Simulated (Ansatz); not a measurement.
Results of HSE06+SOC (Ansatz, a quantum-chemistry and plane-wave program, PAW) for Ga2PN (model structure, P3m1, No. 156, 4 atoms in the cell).

Run with plane-wave cutoff 460 eV, 9×9×4 k mesh (along the axes of the cell as run), Fermi–Dirac smearing 0.01 eV, PAW data made under PBE.

Cell (relaxed with PBEsol):

```yaml
crystal:
  lattice:
    - [3.50244, 0.00000, 0.00000]
    - [-1.75122, 3.03320, 0.00000]
    - [0.00000, 0.00000, 5.84344]
  atoms:
    - { symbol: Ga, position: [0.00000, 0.00000, 0.46637] }
    - { symbol: Ga, position: [0.66667, 0.33333, 0.03978] }
    - { symbol: P, position: [0.00000, 0.00000, 0.86960] }
    - { symbol: N, position: [0.66667, 0.33333, 0.37425] }
```

Problem. Estimate the band gap that the calculation returns.

Solution. 
* **band gap**: 0.07 eV (on the SCF k mesh)

Note: the relaxation could raise the start's symmetry but not lower it, so the cell can be a saddle point; cell and atoms aren't relaxed at this level (largest force component 0.12 eV/Å, pressure 0.6 GPa).

Cost on a shared machine: roughly 40 core-minutes.

A model structure was made by putting elements into a prototype or built by hand; it is no filed structure, need not be a known phase, and can be a saddle point held by its symmetry.
